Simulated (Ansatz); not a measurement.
Ru in the hcp (Mg type) structure (space group P6_3/mmc, No. 194)

```cif
data_Ru2
_chemical_formula_sum 'Ru2'
_space_group_name_H-M_alt 'P63/mmc'
_space_group_IT_number 194
_space_group_name_Hall '-P 6c 2c'
_cell_length_a 2.67608
_cell_length_b 2.67608
_cell_length_c 4.22062
_cell_angle_alpha 90.000
_cell_angle_beta 90.000
_cell_angle_gamma 120.000
loop_
_atom_site_label
_atom_site_type_symbol
_atom_site_symmetry_multiplicity
_atom_site_Wyckoff_symbol
_atom_site_fract_x
_atom_site_fract_y
_atom_site_fract_z
_atom_site_occupancy
Ru1 Ru 2 c 0.33333 0.66667 0.25000 1
```

Calculations: plane-wave PAW DFT at the LDA level (Ansatz, an electronic-structure program, 420 eV), without spin-orbit coupling. k-mesh 20×20×11 (Γ-centred); smearing 0.05 eV (Fermi–Dirac).

| Property | Value |
|---|---|
| Volume per atom | 13.09 Å³ |
| Density | 12.82 g/cm³ |
| Band gap | zero |
| Total energy | -5758.295 eV/atom (σ→0; compares only within this code and set-up) |

Stability against distortions was not tested. All final runs are without spin polarisation.
